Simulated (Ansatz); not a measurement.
Cell and atoms of amorphous Hf$_{18}$O$_{37}$Zn:

```xyz
56
Lattice="8.7701 0.4471 0.0925 0.4471 8.9473 0.2091 0.0925 0.2091 9.2522" Properties=species:S:1:pos:R:3 pbc="T T T"
Hf     0.7953     8.7385     4.4685
Hf     7.7221     5.2779     5.0510
Hf     4.3800     2.4122     2.0060
Hf     7.2950     3.7311     1.5585
Hf     8.7516     6.9909     2.1468
Hf     3.4109     0.8884     5.7263
Hf     7.1563     0.6273     8.9133
Hf     5.5419     7.0322     6.8070
Hf     1.1124     3.1595     3.6003
Hf     1.9500     8.1699     8.0011
Hf     2.8725     7.7897     2.2269
Hf     3.1629     5.1817     9.3656
Hf     6.2804     8.2889     3.9145
Hf     1.7268     1.8737     0.1031
Hf     5.5651     6.7702     0.9187
Hf     8.7329     5.8330     8.4212
Hf     5.6338     3.4182     7.8813
Hf     6.2108     2.3494     4.9854
O      0.9364     8.3887     2.3918
O      1.8977     5.9616     1.6749
O      2.4659     7.4389     4.2295
O      6.2510     8.0367     8.5066
O      4.5582     1.1651     3.6572
O      8.2455     7.3300     4.1313
O      7.0134     8.2344     1.7872
O      2.7921     3.4531     2.5040
O      7.4247     4.1241     8.6859
O      5.7507     8.8993     5.8495
O      8.1323     3.1844     4.7692
O      7.2305     0.8554     4.0614
O      1.1266     4.6375     5.0715
O      0.8472     8.2598     6.3981
O      2.4785     1.1069     7.5804
O      3.5611     7.1706     0.2928
O      6.3025     4.1617     6.0786
O      0.3452     0.7817     8.8187
O      4.9356     4.8426     1.2173
O      6.6625     1.7039     7.3089
O      4.8163     7.4421     2.6828
O      5.9398     6.4747     4.8777
O      7.7105     6.3212     6.8275
O      2.9112     0.8252     1.3955
O      8.9855     7.7773     9.1757
O      4.4204     2.5228     6.1813
O      3.8061     3.1435     9.1241
O      5.9611     3.2904     3.1000
O      0.2639     2.3206     1.7894
O      7.4583     5.7984     0.9187
O      4.7518     5.4645     7.9037
O      1.7547     1.3527     4.4832
O      3.6267     7.8260     6.6917
O      1.9637     6.0171     7.7066
O      8.3403     5.0189     2.9945
O      6.1211     2.0066     0.7029
O      1.3757     4.0429     9.0582
Zn     2.1828     6.1544     5.6682
```

Calculation: PBE, scalar-relativistic without spin-orbit coupling (plane waves to 420 eV, PAW; Ansatz, a first-principles code).

The cell was made by melting and quenching with the CHGNet potential and then relaxed with DFT. O atoms were pushed apart under 1.9 Å during the dynamics, to hinder bonds among them. The hot cell started wider than the set density and was brought back towards it in steps. It is the lowest in DFT energy of 2 quenches. It is a model cell: composition and starting density were chosen by hand, and all elements were melted together. No dispersion term was used. Its density started from a set value of 8.88 and ended at 8.88 g/cm³. The quench (nominally 450 K/ps over its main leg) was far faster than any real one, so the model tends to hold more defects than a real film. One small periodic cell is one sample of the glass; other quenches scatter about these values. The volume was held where the preparation left it and the shape relaxed, at a PBE pressure of 0.4 GPa. On a 2×2×2 Γ-centred mesh force components of up to 0.16 eV/Å stay, since the relaxation ran on the zone centre alone.

Neighbours within Hf-Hf 3.34 Å, Hf-O 2.72 Å, Hf-Zn 3.01 Å, O-O 1.58 Å, O-Zn 2.26 Å, Zn-Zn 2.68 Å count as bonded. Two cations that share two anions don't count as bonded, nor two that share one unless they lie closer than Hf-Hf 3.25 Å, Hf-Zn 2.93 Å, Zn-Zn 2.61 Å.

Question: Give the coordination numbers, mean bond lengths and angles.

Answer: 
```json
{
  "Mean coordination of Hf by anions": "6.56 (9 with 6, 8 with 7, 1 with 8)",
  "Mean coordination of O": "3.27 (2 with 2, 23 with 3, 12 with 4)",
  "Mean coordination of Zn by anions": "3.00 (1 with 3)",
  "Mean Hf-O bond": "2.157 Å (spread 0.127 Å, 118 counted)",
  "Mean O-Zn bond": "1.982 Å (spread 0.051 Å, 3 counted)",
  "Bond angle at Hf": "mean 102.2°, spread 29.5°",
  "Bond angle at O": "mean 112.9°, spread 19.3°"
}
```

Question: List the pairs of like atoms that count as bonded by the rules above.

Answer: There are none by these rules.
